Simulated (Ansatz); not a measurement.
## CdSe: biaxial strain −2.50 %, plane normal [111], relaxed out of plane

Consider CdSe in the zinc blende structure (space group F-43m, No. 216; a = 6.082 Å). Axes: x, y, z lie along the cube axes.

Perturbation: biaxial strain −2.50 %, plane normal [111], relaxed out of plane (Cartesian); in-plane vectors clamped, the third vector and the atoms free.

All numbers come from PBEsol, PAW, 420 eV (Ansatz, a first-principles code; no spin-orbit coupling). Settings: 9×9×9 k-points, 0.05 eV Fermi–Dirac smearing.

```csv
quantity,base,changed,shift
volume per atom,28.12 Å³,27.34 Å³,-0.78 Å³
shortest interatomic distance,4.976 bohr,4.930 bohr,-0.0467 bohr
energy relative to the base (free energy F),0 meV/atom,+9.6 meV/atom,+9.6 meV/atom
"pressure (mean of the normal stresses, compression positive)",0.00 GPa,1.46 GPa,+1.46 GPa
band gap,0.48 eV,0.43 eV,-0.05 eV
gap character,direct at Γ,direct at Γ,–
electron mass,0.049 mₑ (at Γ),"0.057 mₑ out of plane, 0.048 mₑ in plane (at Γ)",–
"valence-band top at Γ (three highest levels, from the VBM)","0.00, 0.00, 0.00 eV","0.00, 0.00, -0.26 eV",–
out-of-plane strain,–,+2.29 %,–
ratio −ε⊥/ε∥,–,0.92,–
mean in-plane stress (compression positive),–,+2.2 GPa,–
```

Masses are band curvatures over ±0.01 Å⁻¹ around the edge. Stability against distortions was not tested. k-point labels follow each cell's own Brillouin zone.
